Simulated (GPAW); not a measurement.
Band structure of C (P6_3/mmc, 4 atoms in the cell).

```yaml
crystal:
  lattice:
    - [1.23000, -2.13042, 0.00000]
    - [1.23000, 2.13042, 0.00000]
    - [0.00000, 0.00000, 6.71000]
  atoms:
    - { symbol: C, position: [0.00000, 0.00000, 0.25000] }
    - { symbol: C, position: [0.00000, 0.00000, 0.75000] }
    - { symbol: C, position: [0.33333, 0.66667, 0.25000] }
    - { symbol: C, position: [0.66667, 0.33333, 0.75000] }
```

Level of theory: PBE, GPAW PAW datasets PBE (gpaw-data 1.0.1) (plane waves; GPAW).

Settings: mode = pw; ecut = 900 eV; xc = PBE; kpts = 15 15 5; mesh shift (steps) = 0 0 0; occupations.name = methfessel-paxton; occupations.width = 0.136 eV; occupations.order = 0; nbands = -8; convergence.density = 1e-05 e/electron; convergence.energy = 1e-05 eV/electron; symmetry.symmorphic = false; symmetry.tolerance = 0.0005; maxiter = 120.

The starting cell has typed, rounded lattice constants, without a prior relaxation at this level.

Levels in eV from the Fermi level, bands 5 to 12:
```json
[
 {"point": "Γ", "5": "-3.02", "6": "-3.02", "7": "-3.00", "8": "-3.00", "9": "4.27", "10": "8.37", "11": "8.37", "12": "8.42"},
 {"point": "M", "5": "-6.43", "6": "-6.38", "7": "-2.77", "8": "-2.09", "9": "1.52", "10": "2.19", "11": "7.27", "12": "7.67"},
 {"point": "K", "5": "-10.58", "6": "-10.58", "7": "-0.63", "8": "-0.02", "9": "-0.02", "10": "0.72", "11": "11.15", "12": "11.15"},
 {"point": "A", "5": "-3.01", "6": "-3.01", "7": "-3.01", "8": "-3.01", "9": "6.91", "10": "6.91", "11": "8.40", "12": "8.40"},
 {"point": "L", "5": "-6.41", "6": "-6.41", "7": "-2.37", "8": "-2.37", "9": "1.66", "10": "1.66", "11": "7.46", "12": "7.46"},
 {"point": "H", "5": "-10.59", "6": "-10.59", "7": "0.00", "8": "0.00", "9": "0.02", "10": "0.02", "11": "10.19", "12": "10.19"}
]
```

No band crosses the Fermi level by more than 0.03 eV along this path.
